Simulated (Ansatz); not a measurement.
O interstitial started as a split pair with O in rock-salt CaO (the name describes the start): one set of geometries, relaxed with PBE, evaluated in Ansatz (PAW, plane waves to 420 eV, 500 eV under r2SCAN) with PBE, r2SCAN.

Cell and caveats: 64-site cell; 2×2×2 shifted k-points; start: split with O; charged states image-corrected; energies good to tenths of an eV; flagged in the runs: a doubtful potential alignment, a strain field that reaches the edge of the cell.

```
quantity                                                     PBE       r2SCAN
----------------------------------------------------------  ----  -----------
host gap (eV)                                               3.66         4.20
ε(0/−1) above the VBM (eV), not thermodynamic with PBE      2.39  not settled
ε(−1/−2) above the VBM (eV), not thermodynamic with PBE     1.74  not settled
neutral formation energy against O2 molecule in a box (eV)  1.34         1.23
largest moment on one atom at charge 0 (μB)                 0.00         0.00
```

PBE narrows the gap by 0.54 eV against r2SCAN, the highest level run.

Ansatz is a program for electronic structure.
